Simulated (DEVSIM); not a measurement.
Device: abrupt Si p-n junction, at 300 K.

Layer 1 from the left is Si, thickness (μm) 2.80, Na (cm⁻³) 1.5e17, τn (s) 3.7e-6, τp (s) 3.7e-6. Layer 2 from the left is Si, thickness (μm) 11.0, Nd (cm⁻³) 8.8e15, τn (s) 3.7e-6, τp (s) 3.7e-6.

Left contact: ohmic. Right contact: ohmic. Voltage is applied to the left contact. Recombination: SRH at mid-gap, radiative, Auger. Mobility is μmin + (μ − μmin)/(1 + (N/Nref)^α).

This is a model device: material constants are rounded textbook-type values typed into the input, and sizes, dopings and lifetimes were drawn at random. Values at 300 K.

Si: gap (eV) 1.124, affinity (eV) 4.05, permittivity 11.7, Nc (cm⁻³) 2.86e19, Nv (cm⁻³) 3.1e19, μn (cm²/Vs) 1417, μp (cm²/Vs) 470, μn,min 52, μp,min 45, Nref,n 9.7e16, Nref,p 2.2e17, αn 0.68, αp 0.72, B (cm³/s) 4.7e-15, Cn (cm⁶/s) 2.8e-31, Cp (cm⁶/s) 9.9e-32.

Model (solved in DEVSIM): 1D drift-diffusion, Boltzmann statistics, complete ionisation; no tunnelling, impact ionisation, image-force lowering or self-heating.

Problem. What does the simulation give for the largest field in the device at zero bias, the potential step across the device at zero bias, the dark forward voltage at 100 A/cm², the dark forward voltage at 1 A/cm²?

Solution. largest field in the device at zero bias 44000 V/cm; potential step across the device at zero bias 0.777 V; dark forward voltage at 100 A/cm² 0.775 V; dark forward voltage at 1 A/cm² 0.628 V.
